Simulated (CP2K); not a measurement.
Input and output of a self-consistent single point for GaBPbO₄ (Pnma, 28 atoms in the cell) (CP2K).

Computed with LDA (Pade form), GPW, DZVP-MOLOPT-SR-GTH basis, GTH-PADE potentials (GTH_POTENTIALS) (CP2K 2026.2).

```
CELL_PARAMETERS angstrom
      7.16366     0.00000     0.00000
      0.00000     6.03510     0.00000
      0.00000     0.00000     8.44914
ATOMIC_POSITIONS crystal
  Pb 0.06200 0.25000 0.35878
  Pb 0.43800 0.75000 0.85878
  Pb 0.56200 0.25000 0.14122
  Pb 0.93800 0.75000 0.64122
  Ga 0.00000 0.00000 0.00000
  Ga 0.50000 0.00000 0.50000
  Ga 0.50000 0.50000 0.50000
  Ga 0.00000 0.50000 0.00000
  O  0.82170 0.75000 0.09210
  O  0.67830 0.25000 0.59210
  O  0.32170 0.75000 0.40790
  O  0.17830 0.25000 0.90790
  O  0.10130 0.75000 0.88540
  O  0.39870 0.25000 0.38540
  O  0.60130 0.75000 0.61460
  O  0.89870 0.25000 0.11460
  O  0.17170 0.95340 0.19220
  O  0.32830 0.04660 0.69220
  O  0.67170 0.54660 0.30780
  O  0.82830 0.45340 0.80780
  O  0.82830 0.04660 0.80780
  O  0.67170 0.95340 0.30780
  O  0.32830 0.45340 0.69220
  O  0.17170 0.54660 0.19220
  B  0.77630 0.25000 0.73610
  B  0.72370 0.75000 0.23610
  B  0.27630 0.25000 0.76390
  B  0.22370 0.75000 0.26390
```

Reference input (self-consistent single point, DFT LDA (Pade form), GPW, DZVP-MOLOPT-SR-GTH basis, GTH-PADE potentials (GTH_POTENTIALS)): CUTOFF = 600 Ry; REL_CUTOFF = 50 Ry; SMEAR/METHOD = GAUSSIAN; SIGMA = 0.136 eV; KPOINTS/SCHEME = MONKHORST-PACK 3 3 2; GAMMA_CENTERED = T; XC_FUNCTIONAL = PADE; Pb/BASIS_SET = DZVP-MOLOPT-SR-GTH-q4; Pb/POTENTIAL = GTH-PADE-q4; Ga/BASIS_SET = DZVP-MOLOPT-SR-GTH-q13; Ga/POTENTIAL = GTH-PADE-q13; O/BASIS_SET = DZVP-MOLOPT-SR-GTH-q6. This run's input differs from it in these lines:

```diff
@@ -40,4 +40,3 @@
     &KPOINTS
-      SCHEME MONKHORST-PACK 3 3 2
-      GAMMA_CENTERED T
+      SCHEME MONKHORST-PACK 3 3 3
     &END KPOINTS
```

The program printed (abridged):

```
 SCF WAVEFUNCTION OPTIMIZATION

  Step     Update method      Time    Convergence         Total energy    Change
     1 NoMix/Diag. 0.20E+00      -     1.75644776      -581.2566733943 -5.81E+02
     2 Broy./Diag. 0.20E+00      -     0.08765742      -556.8995002081  2.44E+01
     3 Broy./Diag. 0.20E+00      -     0.19040684      -569.9320028952 -1.30E+01
     4 Broy./Diag. 0.20E+00      -     0.02543286      -582.0498311689 -1.21E+01
     5 Broy./Diag. 0.20E+00      -     0.06630331      -579.9761475056  2.07E+00
     6 Broy./Diag. 0.20E+00      -     0.00834489      -581.2492164777 -1.27E+00
   [... lines left out ...]
    18 Broy./Diag. 0.20E+00      -     0.00002018      -581.2994948363 -7.27E-04
    19 Broy./Diag. 0.20E+00      -     0.00002620      -581.2990843807  4.10E-04
    20 Broy./Diag. 0.20E+00      -     0.00000378      -581.2989443057  1.40E-04
    21 Broy./Diag. 0.20E+00      -     0.00000749      -581.2992261704 -2.82E-04
    22 Broy./Diag. 0.20E+00      -     0.00000113      -581.2993178477 -9.17E-05
    23 Broy./Diag. 0.20E+00      -     0.00000150      -581.2993154070  2.44E-06
    24 Broy./Diag. 0.20E+00      -     0.00000180      -581.2992935552  2.19E-05
    25 Broy./Diag. 0.20E+00      -     0.00000063      -581.2992899006  3.65E-06
  *** SCF run converged in    25 steps ***

  Overlap energy of the core charge distribution:               0.00000725418698
  Self energy of the core charge distribution:              -1098.00747534900211
  Core Hamiltonian energy:                                    317.49268880535868
  Hartree energy:                                             302.79879135980758
  Exchange-correlation energy:                               -103.58330197098178
  Smearing free energy correction:                             -0.00000000000000
  Fermi energy:                                                 0.15097151056219

  Total energy:                                              -581.29928990063058
  Total energy (extrapolated to sigma->0):                   -581.29928990063058

                     Mulliken Population Analysis

   [... lines left out ...]

 STRESS| Analytical stress tensor [bar]
 STRESS|                        x                   y                   z
 STRESS|      x       -1.00345405753E+05   9.36339201612E-01  -1.30334648404E+00
 STRESS|      y        9.36339201612E-01  -1.36310181835E+05   1.67785069657E-03
 STRESS|      z       -1.30334648404E+00   1.67785069657E-03  -1.26921740019E+05
 STRESS| 1/3 Trace                                            -1.21192442536E+05
```

The run converged in 25 iterations. Against the reference run the free energy hardly moves (within 1 meV/atom), the pressure stays at -12.12 GPa, the largest force stays at 1.157 eV/Å and the gap on the mesh goes from 3.228 to 3.108 eV.

The starting cell comes from a database of published, mostly measured structures (it also holds non-ambient and calculated ones), without a prior relaxation at this level. Its lattice was rescaled by a random factor within 2.5 % of one. Spin-orbit coupling is off. Values carry the incompleteness of an atom-centred basis. With a pressure of about -12 GPa the cell is away from its equilibrium volume at this level. Forces in this geometry exceed 1 eV/Å.

Cost on one core of a shared machine: roughly 2 min.
